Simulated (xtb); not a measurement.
xtb 6.7.1, GFN2-xTB: Re(F)7 cation ([F][Re]([F])([F])([F])([F])([F])[F]), charge +1, multiplicity 2, 8 atoms. The geometry is a generated start, not checked to be a minimum at this level.

```
Quantity                                                                                                        Value
------------------------  -------------------------------------------------------------------------------------------
method                                                                                                       GFN2-xTB
--acc                                                                                                     1 (default)
--etemp (K)                                                                                             300 (default)
detailed input (--input)  none: ANC optimiser, Lindh (1995) Hessian, microcycle=20, maxdispl=1.0, hlow=0.01 (default)
basis functions                                                                                                    38
valence electrons                                                                                                  55
```

```xyz
8

Re    -0.0012     0.0017     0.0014
F      0.2555     1.8063    -0.3004
F      0.0425    -0.3113    -1.7415
F     -0.0513     0.3026     1.7465
F     -1.6629     0.7936    -0.1655
F      0.8764    -1.5931     0.3232
F     -1.2770    -1.3254     0.1787
F      1.8181     0.3255    -0.0423
```

Charge 1 and multiplicity 2 are set for this test and not shown to be the ground state. GFN-xTB has no spin term: --uhf 1 sets the occupations alone.

The structure is relaxed from this start with --opt LEVEL for the levels crude, sloppy, loose, lax, normal, tight, vtight, extreme, once each. Up to the end of the extreme run atoms move by at most 0.99 Å along an axis.

Task: Which level is enough to come within 5 meV of the tightest end point?

Result: vtight: 50 cycles against 50, ending 0.000 meV above.

```csv
level,cycles,energy above the extreme run (meV),gradient norm (eV/Å)
crude,3,1100,0.088
sloppy,4,1100,0.042
loose,4,1100,0.042
lax,4,1100,0.042
normal,5,1100,0.027
tight,6,1100,0.030
vtight,50,under 0.01,0.0013
extreme,50,—,0.0013
```
